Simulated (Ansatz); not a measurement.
**ZnS: pressure series**

The parent structure is ZnS in the zinc blende structure (space group F-43m, No. 216).

```
ZnS
1.0
    0.00000     2.72172     2.72172
    2.72172     0.00000     2.72172
    2.72172     2.72172     0.00000
Zn S
1 1
Direct
  0.00000   0.00000   0.00000
  0.25000   0.25000   0.25000
```

Cell and atoms are relaxed at each pressure.

Method: PBE/PAW in Ansatz (a first-principles code), no SOC.

```json
[
 {"change": "base", "electron mass": "0.17 mₑ (at Γ)", "band gap": "2.02 eV", "gap character": "direct at Γ", "shortest interatomic distance": "2.357 Å"},
 {"change": "pressure −2 GPa", "electron mass": "0.16 mₑ (at Γ)", "band gap": "1.88 eV", "gap character": "direct at Γ", "shortest interatomic distance": "2.381 Å"},
 {"change": "pressure −1 GPa", "electron mass": "0.16 mₑ (at Γ)", "band gap": "1.95 eV", "gap character": "direct at Γ", "shortest interatomic distance": "2.369 Å"},
 {"change": "pressure 0.9 GPa", "electron mass": "0.17 mₑ (at Γ)", "band gap": "2.07 eV", "gap character": "direct at Γ", "shortest interatomic distance": "2.347 Å"},
 {"change": "pressure 2.1 GPa", "electron mass": "0.17 mₑ (at Γ)", "band gap": "2.14 eV", "gap character": "direct at Γ", "shortest interatomic distance": "2.335 Å"},
 {"change": "pressure 4.5 GPa", "electron mass": "0.18 mₑ (at Γ)", "band gap": "2.26 eV", "gap character": "direct at Γ", "shortest interatomic distance": "2.313 Å"},
 {"change": "pressure 9 GPa", "electron mass": "0.19 mₑ (at Γ)", "band gap": "2.47 eV", "gap character": "direct at Γ", "shortest interatomic distance": "2.278 Å"},
 {"change": "pressure 15 GPa", "electron mass": "0.20 mₑ (at Γ)", "band gap": "2.70 eV", "gap character": "direct at Γ", "shortest interatomic distance": "2.240 Å"},
 {"change": "pressure 22.5 GPa", "electron mass": "1.1 mₑ along k, 0.31 mₑ across (at X)", "band gap": "2.92 eV", "gap character": "–", "shortest interatomic distance": "2.201 Å"},
 {"change": "pressure 30 GPa", "electron mass": "1.2 mₑ along k, 0.31 mₑ across (at X)", "band gap": "2.79 eV", "gap character": "indirect, Γ → X", "shortest interatomic distance": "2.170 Å"}
]
```

Load acts through the strain it causes; cell and atoms are relaxed under it. Masses are band curvatures over ±0.01 Å⁻¹ around the edge. Along k means along the line from Γ to the band edge. Whether these cells are dynamically stable was not tested. Measured, ZnS leaves this structure (for rock salt) near 14.7 GPa (temperature not stated; as listed in Datta, Sujoy, Jana, Debnarayan, arXiv (2020)), on rising pressure, with hysteresis.
